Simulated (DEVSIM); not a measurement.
System: Al0.2Ga0.8As/GaAs n-p heterojunction, at 300 K.

Layer 1 from the left is Al0.2Ga0.8As, thickness (μm) 9.50, Nd (cm⁻³) 3.4e16, τn (s) 1.4e-9, τp (s) 1.4e-9. Layer 2 from the left is GaAs, thickness (μm) 1.50, Na (cm⁻³) 3.3e17, τn (s) 1.4e-9, τp (s) 1.4e-9.

Left contact: ohmic. Right contact: ohmic. Voltage is applied to the left contact. Recombination: SRH at mid-gap, radiative, Auger. Mobility is constant in doping.

This is a model device: material constants are rounded textbook-type values typed into the input, and sizes, dopings and lifetimes were drawn at random. Values at 300 K.

Al0.2Ga0.8As: gap (eV) 1.6734, affinity (eV) 3.912, permittivity 12.33, Nc (cm⁻³) 6.04e17, Nv (cm⁻³) 9e18, μn (cm²/Vs) 4980, μp (cm²/Vs) 250, B (cm³/s) 2e-10, Cn (cm⁶/s) 1e-30, Cp (cm⁶/s) 1e-30. GaAs: gap (eV) 1.424, affinity (eV) 4.07, permittivity 12.9, Nc (cm⁻³) 4.7e17, Nv (cm⁻³) 9e18, μn (cm²/Vs) 8500, μp (cm²/Vs) 400, B (cm³/s) 2e-10, Cn (cm⁶/s) 1e-30, Cp (cm⁶/s) 1e-30.

Model (solved in DEVSIM): 1D drift-diffusion, Boltzmann statistics, complete ionisation; no tunnelling, impact ionisation, image-force lowering or self-heating. Band offsets follow the typed affinities; no thermionic-emission limit at abrupt steps, no polarisation charge.

### Question
What does the simulation give for the largest field in the device at zero bias, the dark forward voltage at 1 A/cm², the potential step across the device at zero bias, the dark forward voltage at 100 A/cm²?

### Answer
largest field in the device at zero bias 110000 V/cm; dark forward voltage at 1 A/cm² 1.044 V; potential step across the device at zero bias 1.422 V; dark forward voltage at 100 A/cm² 1.173 V.
